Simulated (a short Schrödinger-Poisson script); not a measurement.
Structure: gated In0.52Al0.48As/In0.53Ga0.47As δ-doped gas in a quantum well, at 20 K.

| layer | material | thickness (nm) | Na (cm⁻³) |
|---|---|---|---|
| 1 | In0.52Al0.48As | 8 | - |
| 2 | In0.52Al0.48As | 10 | - |
| 3 | In0.53Ga0.47As | 8 | - |
| 4 | In0.52Al0.48As | 4000 | 5e15 |

Constants are typed, rounded textbook-type inputs, not results; the design itself was drawn at random and stands for no fabricated device. In0.52Al0.48As: permittivity 12.5, conduction-band edge (eV) 0.52, gap (eV) 1.45, electron mass (mₑ) 0.075, Nv at 300 K (cm⁻³) 1.1e19. In0.53Ga0.47As: permittivity 13.9, conduction-band edge (eV) 0, gap (eV) 0.74, Nv at 300 K (cm⁻³) 7.7e18.

Channel valleys (confinement mass, in-plane density-of-states mass, number): Γ 0.041, 0.041, 1. At the gate the conduction-band edge of layer 1 lies 0.65 eV − eVg above the Fermi level of the channel; the field vanishes at the back. Sheet of ionised δ-doping: +5e12 e/cm² at 8 nm from the gate. The barrier under the gate holds no holes. Gaps are held at their typed values at every temperature. Mesh 0.08 nm at interfaces.

Solved with a short Schrödinger-Poisson script written for these runs: 1D Poisson equation in equilibrium, electrons quantum, Hartree plus LDA exchange-correlation (BenDaniel-Duke, 40 states a valley, the channel's in-plane mass for all, wave functions free to enter the barrier), parabolic valleys, classical holes, full ionisation, no traps, pinning or gate leakage.

The same stack at other levels of the model or other numerical settings:

```csv
run,sheet density of all electrons at Vg = 0.4 V (cm⁻²),sheet density of all electrons at Vg = -0.1 V (cm⁻²),capacitance at Vg = 0.4 V (μF/cm²),centroid of the channel electrons at Vg = 0.4 V (nm),rough cost against the base
base,2.04e12,5.96e11,0.470,3.45,about 1
"electrons treated as classical, Boltzmann",2.92e12,1.02e12,0.611,0.22,0.02
"electrons treated as classical, Fermi-Dirac",2.14e12,6.54e11,0.761,3.33,0.07
"electrons treated as quantum, Hartree",2.00e12,5.64e11,0.466,3.47,0.7
mesh six times as coarse,2.04e12,5.93e11,0.470,3.42,0.3
one subband a valley,2.04e12,5.96e11,0.470,3.45,0.3
```

The classical rows ignore confinement, and Boltzmann statistics overrate the density once the band edge passes the Fermi level.
